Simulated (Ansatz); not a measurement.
The parent structure is MgO in the rock salt structure (space group Fm-3m, No. 225; a = 4.2537 Å).

Calculations: PBE (Ansatz, an electronic-structure program, PAW, spin-orbit coupling left out).

One change was made to it. Results:

| quantity | base | after |
|---|---|---|
| gap character | direct at Γ | direct at Γ |
| band gap | 4.46 eV | 5.98 eV |
| density | 3.48 g/cm³ | 4.03 g/cm³ |
| width of the top valence band | 1.71 eV | 1.99 eV |

### Question
Which change produced these results?
A. pressure 30 GPa
B. pressure 15 GPa
C. pressure 3 GPa
D. pressure −2 GPa
E. pressure 100 GPa

### Answer
A, pressure 30 GPa. For comparison, the band gap in the other runs: pressure 3 GPa gives 4.64 eV; pressure −2 GPa gives 4.33 eV; pressure 15 GPa gives 5.30 eV; pressure 100 GPa gives 8.33 eV.

Load acts through the strain it causes; cell and atoms are relaxed under it. Stability against distortions was not tested. No other phases were tried under pressure.
